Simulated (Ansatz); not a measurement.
Consider the following.

```
CELL_PARAMETERS angstrom
      0.00000     2.84572     2.60221
      2.84572     0.00000     2.60221
      2.84572     2.84572     0.00000
ATOMIC_POSITIONS crystal
  Ga 0.00000 0.00000 0.00000
  P  0.25000 0.25000 0.25000
```

Level of theory: r2SCAN with spin-orbit coupling, rigid bands (plane waves, PAW; Ansatz, a first-principles code). Condition of this run: biaxial stress in (001) of -5.6 GPa (compression positive) (the target of the relaxation). Cell: cell and atoms relaxed with PBEsol, then loaded as said.

Q: What conductivity effective mass do dilute electrons have at 300 K?

A: 0.24 (x), 0.24 (y), 0.86 (z) mₑ.

Q: What conductivity effective mass do dilute holes have at 300 K?

A: 0.42 (x), 0.42 (y), 0.166 (z) mₑ.

Q: And the band gap?

A: 1.07 eV at this level; semilocal functionals usually fall short of the measured gap.

Rigid bands, one relaxation time for all states, no polarons. Geometry: cell and atoms relaxed with PBEsol.
